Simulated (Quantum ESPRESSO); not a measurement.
Quantum ESPRESSO is run on B₂Ru (P1, 6 atoms in the cell), and the run fails. The aim is a self-consistent single point with DFT, LDA (PZ), plane waves, GBRV 1.5 ultrasoft (LDA) pseudopotentials.

This input was run:

```fortran
&control
 calculation = 'scf'
 outdir = './work'
 pseudo_dir = './'
 tprnfor = .true.
 tstress = .true.
/
&system
 ibrav = 0
 nat = 6
 ntyp = 2
 ecutwfc = 40
 ecutrho = 320
 occupations = 'smearing'
 smearing = 'gauss'
 degauss = 0.0099958
/
&electrons
 conv_thr = 1.0d-9
/
ATOMIC_SPECIES
B     10.8100  b_lda_v1.4.uspp.F.UPF
Ru   101.0700  ru_lda_v1.2.uspp.F.UPF
ATOMIC_POSITIONS crystal
B    -0.0222940000    0.8064950000    0.3592910000
B    -0.0116650000    0.2007330000    0.3614730000
B     0.5086070000    0.6972400000    0.6447800000
B     0.4808600000    0.2916510000    0.6261060000
Ru    0.0122720000    0.0097510000    0.8612590000
Ru1    0.5322190000    0.4941290000    0.1470910000
K_POINTS automatic
8 5 6  1 1 1
CELL_PARAMETERS angstrom
   2.8671800000     0.0000000000     0.0000000000
   0.0000000000     4.6516200000     0.0000000000
   0.0000000000     0.0000000000     4.0396400000
```

Output (repeated stretches shortened):

```
     This program is part of the open-source Quantum ESPRESSO suite
     for quantum simulation of materials; please cite

 %%%%%%%%%%%%%%%%%%%%%%%%%%%%%%%%%%%%%%%%%%%%%%%%%%%%%%%%%%%%%%%%%%%%%%%%%%%%%%
     Error in routine read_cards (6):
     species Ru1 in ATOMIC_POSITIONS is nonexistent
 %%%%%%%%%%%%%%%%%%%%%%%%%%%%%%%%%%%%%%%%%%%%%%%%%%%%%%%%%%%%%%%%%%%%%%%%%%%%%%

     stopping ...
```

From the messages shown, name the fault and mend the input.

The fault is an atom label that is not in the list of species. Labels in the positions must match the species card. To fix it, correct the label. The program stopped before any SCF iteration.

The sound input it was made from differs as follows (other fixes are possible):
```diff
-Ru1    0.5322190000    0.4941290000    0.1470910000
+Ru    0.5322190000    0.4941290000    0.1470910000
```

With that input, the run converged in 14 iterations: free energy E − TS -5639.8594 eV; Fermi level (on the code's own zero) 17.61 eV; pressure -9.48 GPa; largest force (vector length) 1.977 eV/Å (DFT, LDA (PZ), plane waves, GBRV 1.5 ultrasoft (LDA) pseudopotentials).

On the sound input: the starting cell comes from a database of computed structures (which also holds hypothetical and non-ambient phases and stackings), without a prior relaxation at this level. Its atoms were displaced at random from the sites of space group no. 59. Spin polarisation is off. With a pressure of about -9 GPa the cell is away from its equilibrium volume at this level. Forces in this geometry exceed 1 eV/Å.
